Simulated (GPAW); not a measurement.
## Worked example: self-consistent single point of TaAl3 (I4/mmm, 4 atoms in the cell) in GPAW

Method: PBEsol, GPAW PAW datasets PBEsol (made by gpaw-setup) (plane waves; GPAW).

This input was run:

```python
from ase import Atoms
from ase.units import GPa
from gpaw import GPAW, PW

atoms = Atoms(['Ta', 'Al', 'Al', 'Al'],
              cell=[[-1.917100, 1.917100, 4.251295],
                    [1.917100, -1.917100, 4.251295],
                    [1.917100, 1.917100, -4.251295]],
              scaled_positions=[[0.000000, 0.000000, 0.000000],
                                [0.500000, 0.500000, 0.000000],
                                [0.750000, 0.250000, 0.500000],
                                [0.250000, 0.750000, 0.500000]],
              pbc=True)

calc = GPAW(mode=PW(600),
            xc='PBEsol',
            kpts=(11, 11, 11),
            occupations={'name': 'methfessel-paxton', 'width': 0.1, 'order': 0},
            nbands=-8,
            convergence={'density': 1e-05},
            symmetry={'symmorphic': False, 'tolerance': 0.0005},
            maxiter=150,
            txt='-')

atoms.calc = calc

energy = atoms.get_potential_energy()
print('Energy (eV):', round(energy, 6))
forces = atoms.get_forces()
print('Forces (eV/Ang):')
print(forces.round(5))
stress = atoms.get_stress()
print('Stress (GPa, Voigt):', (stress / GPa).round(4))
```

The program printed (abridged):

```
Input parameters:
  convergence: {density: 1e-05}
  kpts: [11 11 11]
  maxiter: 150
  mode: {ecut: 600.0,
         name: pw}
  nbands: -8
  occupations: {name: methfessel-paxton,
                order: 0,
                width: 0.1}
  symmetry: {symmorphic: False,
             tolerance: 0.0005}
  xc: PBEsol

species:
  Ta:
    name: Tantalum
    Z: 73.0
    valence: 13
    core: 60
    charge: 0.0
    file: Ta.PBEsol.gz

    # Using partial waves for Ta as LCAO basis

  Al:
    name: Aluminium
    Z: 13.0
    valence: 3
    core: 10
    charge: 0.0
    file: Al.PBEsol.gz

    # Using partial waves for Al as LCAO basis

Reference energy: -443816.523490  # eV

Spin-paired calculation

Convergence criteria:
 Maximum [total energy] change in last 3 cyles: 0.0005 eV / valence electron
 Maximum integral of absolute [dens]ity change: 1e-05 electrons / valence electron
 Maximum integral of absolute [eigenst]ate change: 4e-08 eV^2 / valence electron
 Maximum number of scf [iter]ations: 150

Symmetries present (total): 16
Symmetries with fractional translations: 0
1331 k-points: 11 x 11 x 11 Monkhorst-Pack grid
126 k-points in the irreducible part of the Brillouin zone
       k-points in crystal coordinates                weights
   0:     0.00000000    0.00000000    0.00000000          1/1331
   1:     0.09090909   -0.09090909    0.00000000          4/1331
   2:     0.09090909   -0.09090909    0.09090909          4/1331
   [... 7 lines left out ...]
          ...
 125:     0.45454545    0.45454545    0.45454545          8/1331

Wave functions: Plane wave expansion
  Cutoff energy: 600.000 eV
  Number of coefficients (min, max): 2057, 2105
  Pulay-stress correction: 0.000000 eV/Ang^3 (de/decut=0.000000)

Occupation numbers: Methfessel-Paxton:
  width: 0.1000  # eV
  order: 0

Eigensolver

Densities:
  Coarse grid: 30*30*30 grid
  Fine grid: 60*60*60 grid
  Total Charge: 0.000000

Density mixing:
  Method: separate
  Backend: pulay
  Linear mixing parameter: 0.05
  old densities: 5
  Damping of long wavelength oscillations: 50

Hamiltonian:
  XC and Coulomb potentials evaluated on a 60*60*60 grid
  External potential:
    NoExternalPotential

XC parameters: PBEsol with 2 nearest neighbor stencil

Number of atoms: 4
Number of atomic orbitals: 25
Number of bands in calculation: 19
Number of valence electrons: 22
Bands to converge: occupied

Density initialized from atomic densities
  19 bands from LCAO basis set

Atomic positions and initial magnetic moments

Positions:
   0 Ta     0.000000    0.000000    0.000000    ( 0.0000,  0.0000,  0.0000)
   1 Al     0.000000    0.000000    4.251295    ( 0.0000,  0.0000,  0.0000)
   2 Al    -0.000000    1.917100    2.125647    ( 0.0000,  0.0000,  0.0000)
   3 Al     1.917100    0.000000    2.125647    ( 0.0000,  0.0000,  0.0000)

Unit cell:
           periodic     x           y           z      points  spacing
  1. axis:    yes   -1.917100    1.917100    4.251295    30     0.1165
  2. axis:    yes    1.917100   -1.917100    4.251295    30     0.1165
  3. axis:    yes    1.917100    1.917100   -4.251295    30     0.0904

  Lengths:   5.042227   5.042227   5.042227
  Angles:  135.306745 135.306745  65.053960

Effective grid spacing dv^(1/3) = 0.1323

     iter     time        total  log10-change:
                         energy   eigst   dens
iter:   1 --:--:--   -24.177434
iter:   2 --:--:--   -24.199604   -1.15  -1.10
iter:   3 --:--:--   -24.432384   -0.86  -1.12
iter:   4 --:--:--   -24.207191   -2.41  -1.45
iter:   5 --:--:--   -24.119375   -1.90  -1.75
iter:   6 --:--:--   -24.126896   -3.52  -2.18
iter:   7 --:--:--   -24.118292c  -3.05  -2.22
iter:   8 --:--:--   -24.117589c  -3.35  -2.66
iter:   9 --:--:--   -24.117467c  -5.15  -3.05
iter:  10 --:--:--   -24.117505c  -5.04  -3.36
iter:  11 --:--:--   -24.117463c  -5.50  -3.50
iter:  12 --:--:--   -24.117462c  -6.33  -3.90
iter:  13 --:--:--   -24.117463c  -6.73  -3.96
iter:  14 --:--:--   -24.117461c  -6.79  -4.22
iter:  15 --:--:--   -24.117461c  -8.55c -4.56
iter:  16 --:--:--   -24.117462c  -7.43c -4.60
iter:  17 --:--:--   -24.117461c  -7.32  -4.58
iter:  18 --:--:--   -24.117461c  -9.38c -4.81
iter:  19 --:--:--   -24.117461c  -8.29c -4.87
iter:  20 --:--:--   -24.117461c  -8.27c -4.88
iter:  21 --:--:--   -24.117461c  -8.52c -4.97
iter:  22 --:--:--   -24.117461c  -8.36c -5.01c

Converged after 22 iterations.

Dipole moment: (-0.000000, -0.000000, 0.000000) |e|*Ang

Energy contributions relative to reference atoms: (reference = -443816.523490)

Kinetic:        +24.398502
Potential:      -17.018205
External:        +0.000000
XC:             -31.169952
Entropy (-ST):   -0.003137
Local:           -0.326237
SIC:             +0.000000
--------------------------
Free energy:    -24.119030
Extrapolated:   -24.117461

Showing only first 2 kpts
 Kpt  Band  Eigenvalues  Occupancy
  0     9      6.96028    2.00000
  0    10      9.37331    0.02048
  0    11     10.51337    0.00000
  0    12     10.51337    0.00000

  1     9      7.36443    2.00000
  1    10      8.42553    2.00000
  1    11     10.74166    0.00000
  1    12     10.78096    0.00000

Fermi level: 9.20945

No gap
No difference between direct/indirect transitions
Energy (eV): -24.117461

Forces in eV/Ang:
  0 Ta    0.00000   -0.00000    0.00000
  1 Al   -0.00000   -0.00000   -0.00000
  2 Al   -0.00000    0.00000    0.00000
  3 Al    0.00000   -0.00000    0.00000

Stress tensor:
     0.000437     0.000000     0.000000
     0.000000     0.000437    -0.000000
     0.000000    -0.000000    -0.001144
Stress (GPa, Voigt): [ 0.0701  0.0701 -0.1833 -0.      0.      0.    ]
```

The run converged in 22 iterations. GPAW prints stress with tension positive.

The starting cell comes from a database of computed structures (which also holds hypothetical and non-ambient phases and stackings), without a prior relaxation at this level. Spin-orbit coupling is off. Spin polarisation is off.

Cost on one core of a shared machine: roughly 4 min.
